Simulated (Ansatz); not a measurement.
Consider GaP in the zinc blende structure (space group F-43m, No. 216; a = 5.439 Å). Axes: x, y, z lie along the cube axes.

All numbers come from PBEsol/PAW in Ansatz (a first-principles code), scalar-relativistic without spin-orbit coupling.

Perturbation: uniaxial strain ε_zz = +3.00 %, all other strain components held at zero, atoms relaxed at fixed cell.

Q: Predict the stress tensor and what it implies for the stiffness.

A: Stress of the strained cell less that of the base (GPa, compression positive):
```
  -1.60    0.00    0.00
   0.00   -1.60    0.00
   0.00    0.00   -3.90
```

Then −Δσ_ii/ε with ε = 0.0300 gives secant stiffness values (nonlinear terms included at this strain): C33 ≈ 130 GPa, C13 ≈ 53 GPa and C23 ≈ 53 GPa.

As a check, the harmonic strain energy −½ V₀ Δσ:ε is 7.3 meV/atom; the computed energy rise is 7.4 meV/atom.

Whether these cells are dynamically stable was not tested.
